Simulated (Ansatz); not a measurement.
CdTe (F-43m) under hydrostatic pressure: electron conductivity mass by r2SCAN with spin-orbit coupling, rigid bands (plane waves, PAW; Ansatz, a program for electronic structure). The unloaded cell, whose axes the loads refer to:

```
CdTe
1.0
    0.00000     3.27885     3.27885
    3.27885     0.00000     3.27885
    3.27885     3.27885     0.00000
Cd Te
1 1
Direct
  0.00000   0.00000   0.00000
  0.25000   0.25000   0.25000
```

```json
[
 {"hydrostatic pressure (GPa)": "-2", "volume per atom (Å³)": "37.30", "electron conductivity mass (mₑ)": "0.0847"},
 {"hydrostatic pressure (GPa)": "0", "volume per atom (Å³)": "35.25", "electron conductivity mass (mₑ)": "?"},
 {"hydrostatic pressure (GPa)": "2", "volume per atom (Å³)": "33.71", "electron conductivity mass (mₑ)": "0.101"},
 {"hydrostatic pressure (GPa)": "10", "volume per atom (Å³)": "29.80", "electron conductivity mass (mₑ)": "0.118"}
]
```

Problem. Fit a straight line to ln(electron conductivity mass) against the load over the rows given, and predict the row at 0 GPa.

Solution. The means are x̄ = 3.333 GPa and ȳ = -2.2994; Σ(x − x̄)(y − ȳ) = 1.976 and Σ(x − x̄)² = 74.67, so the slope is 2.65 % per GPa, and the rows given lie within 4.2 % of the line. At 0 GPa the line gives 0.0918 mₑ; the calculation gives 0.0941 mₑ, 2.4 % from it.

Masses are for dilute carriers at 300 K, harmonic means over directions unless an axis is named. Stresses and pressures are the targets of the relaxation. The structure type is held at every load. Geometry: cell and atoms relaxed with r2SCAN.
